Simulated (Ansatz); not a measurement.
# InAs (model structure, started from the PtS type, P4₂/mmc, No. 131, 4 atoms in the cell): properties by level of theory

```tsv
level (code)	lattice constant a (Å)	lattice parameter c (Å)	formation enthalpy (eV/atom)
PBE (Ansatz)	4.121	7.228	[?]
PBEsol (Ansatz)	3.983	7.215	[?]
PBE-D3(BJ) (Ansatz)	[?]	[?]	0.287
```

Question: What belongs in the gaps?

Answer: 
- PBE (Ansatz, a first-principles code), formation enthalpy (eV/atom): 0.210
- PBEsol (Ansatz), formation enthalpy (eV/atom): 0.256
- PBE-D3(BJ) (Ansatz), lattice constant a (Å): 3.967
- PBE-D3(BJ) (Ansatz), lattice parameter c (Å): 7.334

Ansatz's density-functional and Hartree–Fock values are scalar-relativistic unless marked +SOC, with PAW data made under PBE.

The computed numbers hold no vibrational or temperature effects.

A model structure was made by putting elements into a prototype or built by hand; it is no filed structure, need not be a known phase, and can be a saddle point held by its symmetry.
